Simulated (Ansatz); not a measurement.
LiNbO3: strain along the normal

LiNbO3 (R3c, 10.897 Å³/atom and stress up to 0.01 GPa in the relaxed cell, c along z) under an equal strain ε in the (0001) plane with the normal axis free, as in a coherent film. PBE in Ansatz, a plane-wave DFT program (PAW, default set), 420 eV, 8×8×8 Γ-centred mesh, Fermi-Dirac smearing 0.05 eV; ions are relaxed, or left where forces stay under 0.02 eV/Å, within the symmetry of each cell.

Here s stands for strain and y for normal strain.

| strain (%) | normal strain (%) |
|---|---|
| -3.00 | ? |
| -1.50 | 0.86 |
| -0.75 | 0.43 |
| 0.00 | 0.00 |
| 0.75 | -0.40 |
| 1.50 | -0.77 |

Task: Fit y against s with a straight line, and predict the withheld value at s = -3.00.

Result: Means: s 0, y 0.024. About the means, the sum of products is -3.0675 and the sum of squares of s is 5.6250; the slope is their ratio. Least squares gives y = 0.024 - 0.5453·s. Residuals (row less fit): 0.018, -0.003, -0.024, -0.015, 0.024; standard error 0.024 (degrees of freedom: 3). The slope, -0.55 ± 0.01, is the elastic response of the normal axis, −2C13/C33. At the withheld row, y = 0.024 - 0.5453 × (-3.00) = 1.660%. The calculation gives 1.80%, 0.140% above the prediction (5.4 % of the range of y in the table). The row lies outside the fitted rows, so this is an extrapolation. From the scatter of the fitted rows alone, a prediction at this place has a standard error of 0.040%, so the miss is 3.5 times that.

A polynomial of degree 2 through the 8 other runs of the series gives 1.82 there, so most of the miss is curvature that the fit leaves out. The start is a measured cell from the literature; how it stands against other phases or cation orders wasn't checked. Rows are the converged runs of the series near zero and its far end; series whose fitted rows scatter by over a few per cent of the range, as at a crossing or softening among them, aren't shown in this form, nor equations of state whose B0' disagrees with the runs' pressures. Most that stay on the fit to the last digits aren't either.
